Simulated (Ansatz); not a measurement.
The reference is Pd in the fcc (Cu type) structure (space group Fm-3m, No. 225; a = 3.945 Å; relaxed with 0.1 eV smearing). Axes: x, y, z lie along the cube axes.

Method: DFT with PBE, PAW potentials and a 420 eV plane-wave cutoff in Ansatz (a program for electronic structure), scalar-relativistic without spin-orbit coupling.

It is then changed as follows: every lattice vector is shortened by 3.00 %, atoms relaxed at fixed cell.

Task: Predict the stress tensor and what it implies for the stiffness.

Result: Stress of the strained cell less that of the base (GPa, compression positive):
```
   19.6     0.0     0.0
    0.0    19.6     0.0
    0.0     0.0    19.6
```

Then B = −ΔP/(ΔV/V₀) with ΔV/V₀ = -0.0873 gives secant stiffness values (nonlinear terms included at this strain): B ≈ 224 GPa.

As a check, the harmonic strain energy −½ V₀ Δσ:ε is 84 meV/atom; the computed energy rise is 74 meV/atom.

Stability against distortions was not tested. All final runs are without spin polarisation.
